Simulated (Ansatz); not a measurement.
Ansatz (a quantum-chemistry and plane-wave program) run on Rb₃Cu₂F₇ (I4/mmm, 12 atoms in the cell): self-consistent single point.

Method of the run: PBEsol, default PAW files made with PBE (plane waves; Ansatz).

```
Rb3Cu2F7
1.0
   -2.01530     2.01530    10.53121
    2.01530    -2.01530    10.53121
    2.01530     2.01530   -10.53121
Rb Cu F
3 2 7
Direct
  0.50000   0.50000   0.00000
  0.31520   0.31520   0.00000
  0.68480   0.68480   0.00000
  0.09780   0.09780   0.00000
  0.90220   0.90220   0.00000
  0.00000   0.00000   0.00000
  0.59580   0.09580   0.50000
  0.09580   0.59580   0.50000
  0.40420   0.90420   0.50000
  0.90420   0.40420   0.50000
  0.19360   0.19360   0.00000
  0.80640   0.80640   0.00000
```

Reference input (self-consistent single point, DFT, PBEsol, plane waves, default PAW files made with PBE): basis.ecutwfc = 420 eV; kpoints.mp_grid.grid = 6 6 6; kpoints.mp_grid.shift = 0.5 0.5 0.5; hamiltonian.xc = pbesol; hamiltonian.pseudopotentials = {kind: paw} (the program's default PAW files); scf.occupations.method = cold; scf.occupations.width = 0.1 eV. This run's input differs from it in these lines:

Ansatz 0.2 input:
```diff
@@ -23,4 +23,3 @@
   mp_grid:
-    grid: [6, 6, 6]
-    shift: [0.5, 0.5, 0.5]
+    grid: [5, 5, 5]
 hamiltonian:
```

Log, with long lists cut:

```
SCF iter   1: F=—  HF=-28438.017164 eV  |F-HF|=—  |Δ(HF+E_count)|=         —  Δρ=1.54e-2  dr2=2.51e-1  ethr=1.77e-3  ⟨swp⟩=5.9  Hψ=4767  notcnv=0  defer=59
all-band conjugate gradients solve this SCF's bands
preconditioner: auto → LDOS
SCF iter   2: F=—  HF=-28438.114455 eV  |F-HF|=—  |Δ(HF+E_count)|=   9.73e-2  S|Δr|=    0.00e0  Δρ=2.28e-2  dr2=4.72e-1  ethr=2.20e-4  ⟨swp⟩=2.1  Hψ=2568  notcnv=0  defer=117
   [... lines left out ...]
SCF iter   8: F=—  HF=-28437.943909 eV  |F-HF|=—  |Δ(HF+E_count)|=   1.64e-4  S|Δr|=    0.00e0  Δρ=7.50e-5  dr2=9.15e-6  ethr=6.10e-8  ⟨swp⟩=2.1  Hψ=1562  notcnv=0  defer=109
SCF iter   9: F=—  HF=-28437.943909 eV  |F-HF|=—  |Δ(HF+E_count)|=   7.98e-7  S|Δr|=    0.00e0  Δρ=2.96e-5  dr2=1.14e-6  ethr=8.03e-9  ⟨swp⟩=2.0  Hψ=1834  notcnv=0  defer=109
SCF iter  10: F=-28437.943909 eV  HF=-28437.943909 eV  |F-HF|=1.82e-9  |Δ(HF+E_count)|=   1.48e-7  S|Δr|=    0.00e0  Δρ=4.03e-6  dr2=1.55e-8  ethr=8.77e-11  ⟨swp⟩=10.4  Hψ=6812  notcnv=0
SCF 1 converged in 10 iterations: F = -28437.943909 eV  dr2 = 1.55e-8
Stability not checked (fill_not_monotonic)
Free energy (F): -28437.943909 eV
Internal energy: -28437.951139 eV  (E = F + TS)
E sigma→0 (E₀):  -28437.946319 eV
Entropy (-TS):   0.007230 eV (0.603 meV/atom)
Fermi energy:    6.346636 eV
--- Forces (eV/Å), atoms counted from 1 ---
  atom   1  Rb    -0.00000000     0.00000000     0.00000000
  atom   2  Rb     0.00000000    -0.00000000    -0.06082025
  atom   3  Rb     0.00000000    -0.00000000     0.06082025
  atom   4  Cu     0.00000000    -0.00000000    -0.24801124
   [... lines left out ...]
  atom  12  F      0.00000000     0.00000000     0.62900333
--- Stress (GPa, compression-positive) ---
        2.376246      -0.000000       0.000000
       -0.000000       2.376246      -0.000000
        0.000000      -0.000000       2.797473
  P = ⅓ Tr σ = 2.5167 GPa (25.167 kbar)
  The stress holds the Pulay correction. Without it, at fixed plane waves, as pw.x and ABINIT print it: P = 1.9519 GPa
```

The run converged in 10 iterations. Against the reference run the free energy drops by 5.7 meV/atom, the pressure goes from 2.63 to 2.52 GPa and the largest force hardly changes (0.624 to 0.629 eV/Å).

The starting cell was generated: these elements placed on a structure prototype, without a prior relaxation; it need not be a known phase or ordering of this composition. Its lattice was rescaled by a random factor within 2.5 % of one. Spin polarisation is off, so a magnetic state, if there is one, cannot be reached. Ansatz's pressure includes its estimate of the finite-basis (Pulay) stress. Without the estimate this run gives 1.95 GPa. The run gives no clean gap (levels at the Fermi energy touch, overlap or are partly filled at this smearing), which alone does not show that the compound is a metal.
